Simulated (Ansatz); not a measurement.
# Sc: stress against strain

Sc (hcp, P6_3/mmc, 24.721 Å³/atom at rest, c along z) under an equal strain ε in the (0001) plane with the normal axis free, as in a coherent film. PBE in Ansatz, a plane-wave DFT program (PAW, default set), 420 eV, 20×20×11 Γ-centred mesh, Fermi-Dirac smearing 0.10 eV; ions are relaxed within the symmetry of each cell. Stress is positive for a compressed cell.

Here s stands for strain and y for stress xx.

| strain (%) | stress xx (GPa) |
|---|---|
| -1.50 | 1.87 |
| -1.00 | 1.23 |
| -0.50 | 0.61 |
| 0.00 | 0.00 |
| 0.50 | -0.58 |
| 1.00 | -1.15 |
| 1.50 | -1.70 |
| 3.00 | ? |

### Question
Fit y against s with a straight line, and predict the withheld value at s = 3.00.

### Answer
Means: s 0, y 0.040. About the means, the sum of products is -8.3300 and the sum of squares of s is 7.0000; the slope is their ratio. Least squares gives y = 0.040 - 1.1900·s. Residuals (row less fit): 0.045, 0.000, -0.025, -0.040, -0.025, 0.000, 0.045; standard error 0.037 (degrees of freedom: 5). The slope gives the biaxial elastic modulus of this plane = 119 ± 1.4 GPa. At the withheld row, y = 0.040 - 1.1900 × 3.0 = -3.530 GPa. The calculation gives -3.22 GPa, 0.310 GPa above the prediction (6.1 % of the range of y in the table). The row lies outside the fitted rows, so this is an extrapolation. From the scatter of the fitted rows alone, a prediction at this place has a standard error of 0.058 GPa, so the miss is 5.3 times that.

One order more, fitted to all 13 runs of the series, follows each within 0.01, so the miss is the next term of a smooth law. In a metal these values are sensitive to mesh and smearing; energies are taken to zero smearing, stresses follow the free energy. Rows are the converged runs of the series near zero and its far end; series whose fitted rows scatter by over a few per cent of the range, as at a crossing or softening among them, aren't shown in this form. Most that stay on the fit to the last digits aren't either.
